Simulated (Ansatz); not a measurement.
For TaN (model structure, started from the NbAs type, I4₁md, No. 109, 4 atoms in the cell), PBEsol (plane waves, PAW; Ansatz, a program for electronic structure) gives:

```
Item                       Result
-------------------  ------------
lattice constant a        2.888 Å
lattice parameter c      10.196 Å
bulk modulus              362 GPa
cohesive energy      8.50 eV/atom
band gap                  0.55 eV
```

**Question.** What does r²SCAN (PAW; Ansatz) give for the same quantities?

**Answer.** 
- lattice constant a: 2.901 Å (grows by 0.5 %)
- lattice parameter c: 10.239 Å (goes up by 0.4 %)
- bulk modulus: 359 GPa (drops by 0.8 %)
- cohesive energy: 7.67 eV/atom (decreases by 0.83 eV/atom)
- band gap: 0.75 eV (increases by 0.20 eV)

Changes are worked out from the printed values.

Unless a cell is named, each level is at its own relaxed cell (PBEsol 10.63, r²SCAN 10.77 Å³/atom).

Levels without +SOC leave out spin–orbit coupling, which shifts energies and cells of such heavy elements.

Levels without +SOC have no spin–orbit coupling; where heavier elements are present it shifts gaps, mostly down, and can invert bands. Density-functional gaps are differences of (generalised) Kohn–Sham levels.

Caveats: the bulk modulus is −V dP/dV from two relaxed cells at ±2 % in volume (PBEsol, r²SCAN). Ansatz's density-functional and Hartree–Fock values are scalar-relativistic unless marked +SOC, with PAW data made under PBE.

A model structure was made by putting elements into a prototype or built by hand; it is no filed structure, need not be a known phase, and can be a saddle point held by its symmetry.
